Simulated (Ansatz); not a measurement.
Candidates (primitive cells; geometry: cell and atoms relaxed with PBEsol):
A. ZnSe (F-43m), a = 3.983 Å, b = 3.983 Å, c = 3.983 Å, α = 60.00°, β = 60.00°, γ = 60.00°
B. InP (F-43m), a = 4.157 Å, b = 4.157 Å, c = 4.157 Å, α = 60.00°, β = 60.00°, γ = 60.00°
C. AgI (F-43m), a = b = c = 4.5608 Å, α = β = γ = 60.00°
D. BeSe (F-43m), a = 3.6265 Å, b = 3.6265 Å, c = 3.6265 Å, α = 60.00°, β = 60.00°, γ = 60.00°

Question: Put the candidates in order of Seebeck coefficient, n-type 1e19 cm⁻³, highest first, for PBEsol with spin-orbit coupling, rigid bands (Ansatz, a program for electronic structure).

Answer: B (-44 μV/K), A (-64 μV/K), C (-94 μV/K), D (-271 μV/K)

Seebeck coefficients are for the stated density at 300 K, with one relaxation time for all states and whether or not that doping can be reached.
